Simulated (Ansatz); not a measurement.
The starting structures come from a database of crystals and need not be the phases stable at ambient conditions.

Data:

```yaml
crystal:
  lattice:
    - [3.84172, 0.00000, 0.00000]
    - [-1.92086, 3.32703, 0.00000]
    - [0.00000, 0.00000, 6.33293]
  atoms:
    - { symbol: Ga, position: [0.66667, 0.33333, 0.50005] }
    - { symbol: Ga, position: [0.33333, 0.66667, 0.00005] }
    - { symbol: P, position: [0.66667, 0.33333, 0.87395] }
    - { symbol: P, position: [0.33333, 0.66667, 0.37395] }
```

Space group of this cell: P6_3mc, wurtzite. The cell is taken as given.

The numbers are results of r2SCAN (plane waves, PAW; Ansatz, a program for electronic structure), not measurements.

The current runs along the normal of the first two printed vectors; no spin-orbit coupling. Scaled by the factor s: the length along the current (ions clamped). Meshes 12×12×6 and 12×12 across the current in all rows.

```csv
s,mean pressure (GPa),slowest mid-gap decay constant κ (1/Å)
0.97,3.1,?
1.00,0.1,0.122
1.03,-2.3,0.106
```

Problem. Take the slope of the slowest mid-gap decay constant κ against ln s from the two given rows, extrapolate to s = 0.97, and say what the run there gives.

Solution. Slope = (0.106 − 0.122) / ln 1.03 = -0.541 1/Å. The line gives 0.122 + (-0.541) × ln 0.97 = 0.138 1/Å. The run gives 0.132 1/Å, 0.006 1/Å under the line, 39 % of the predicted step.
